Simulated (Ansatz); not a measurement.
Consider interstitial Na in wurtzite AlN, charge state +1. Level of theory: PBE, PAW (plane waves to 420 eV; Ansatz, a first-principles code).

72-site cell at the relaxed PBE lattice, the Γ point alone, smearing 0.01 eV, spin-restricted, no finite-size correction. Static, classical nuclei. The charge state is imposed; whether it is stable for some Fermi level was not computed. Sites that were not tried may lie lower. The start lies 0.14 eV above the lowest site run (PBE). The order of the sites in energy changes with the mesh.

Barriers: single points on a 2×2×2 k-point mesh shifted by half a step along c at the bands' geometries.

The step: one Na atom jumps by itself; the atom moves 2.30 Å along (0.73, 0.73, 0.00) of the unit cell; the moving atom starts with neighbours Al at 2.36, 2 Al at 2.41, 2 Al at 2.48; N at 2.12, 4 N at 2.29, N at 2.73 Å and ends with Al at 2.36, 2 Al at 2.41, 2 Al at 2.48; N at 2.12, 4 N at 2.29, N at 2.73 Å.

Task: Estimate the migration barrier of this step that PBE, PAW returns for this input.

Result: 16.3 kcal/mol, the same both ways. At the saddle the moving atom has neighbours Al at 2.12, Al at 2.53; N at 1.98, N at 2.26, 2 N at 2.53 Å. The saddle point's order was not checked, and it lies on a symmetry element of the cell, where a band can be held.
